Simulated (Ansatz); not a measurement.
## Ag in the simple cubic structure (space group Pm-3m, No. 221; a hypothetical phase, not in the database extracts checked)

```cif
data_Ag
_chemical_formula_sum 'Ag1'
_space_group_name_H-M_alt 'Pm-3m'
_space_group_IT_number 221
_space_group_name_Hall '-P 4 2 3'
_cell_length_a 2.68457
_cell_length_b 2.68457
_cell_length_c 2.68457
_cell_angle_alpha 90.000
_cell_angle_beta 90.000
_cell_angle_gamma 90.000
loop_
_atom_site_label
_atom_site_type_symbol
_atom_site_symmetry_multiplicity
_atom_site_Wyckoff_symbol
_atom_site_fract_x
_atom_site_fract_y
_atom_site_fract_z
_atom_site_occupancy
Ag1 Ag 1 a 0.00000 0.00000 0.00000 1
```

Method: Kohn–Sham DFT with the PBEsol functional, run in Ansatz (a program for electronic structure) with PAW and 420 eV plane waves, without spin-orbit coupling. k-mesh 17×17×17 (Γ-centred); smearing 0.05 eV (Fermi–Dirac).

| Quantity | Value |
|---|---|
| Volume per atom | 19.35 Å³ |
| Density | 9.26 g/cm³ |
| Band gap | zero |
| Total energy | -7521.848 eV/atom (σ→0; compares only within this code and set-up) |

Stability against distortions was not tested.
